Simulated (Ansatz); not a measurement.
The starting structures come from a database of crystals and need not be the phases stable at ambient conditions.

By PBEsol, the system below comes out a metal.

Without scattering a metal conducts by its projected Fermi surface.

```
Zr2N
1.0
    3.30779     0.00000     0.00000
    0.00000     5.41300     0.00000
    0.00000     0.00000     5.41300
Zr N
4 2
Direct
  0.00000   0.29613   0.29613
  0.00000   0.70387   0.70387
  0.50000   0.79613   0.20387
  0.50000   0.20387   0.79613
  0.00000   0.00000   0.00000
  0.50000   0.50000   0.50000
```

Space group of this cell: P4_2/mnm, anti-rutile. The cell is taken as given; by PBEsol its mean pressure is -4.9 GPa.

The current flows along the normal of the first two printed cell vectors, the (100) plane of the conventional cell. No spin-orbit coupling; the value is a mean over 0.1 eV about the Fermi level.

Task: Compute, with PBEsol (Ansatz, a program for electronic structure), the ballistic conductance per area.

Result: 0.42 × 10¹⁵ S/m² for both spins.
